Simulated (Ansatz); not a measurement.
Start from Cu in the fcc (Cu type) structure (space group Fm-3m, No. 225; a = 3.518 Å; relaxed with 0.1 eV smearing). Axes: x, y, z lie along the cube axes.

Method: Ansatz (a first-principles code), LDA, PAW, cutoff 420 eV, no spin-orbit coupling.

It is then changed as follows: uniaxial strain ε_zz = −2.00 %, all other strain components held at zero, atoms relaxed at fixed cell.

Task: Predict the stress tensor and what it implies for the stiffness.

Result: Stress of the strained cell less that of the base (GPa, compression positive):
```
    3.6     0.0     0.0
    0.0     3.6     0.0
    0.0     0.0     4.9
```

Then −Δσ_ii/ε with ε = -0.0200 gives secant stiffness values (nonlinear terms included at this strain): C33 ≈ 246 GPa, C13 ≈ 179 GPa and C23 ≈ 179 GPa.

Stability against distortions was not tested. All final runs are without spin polarisation.
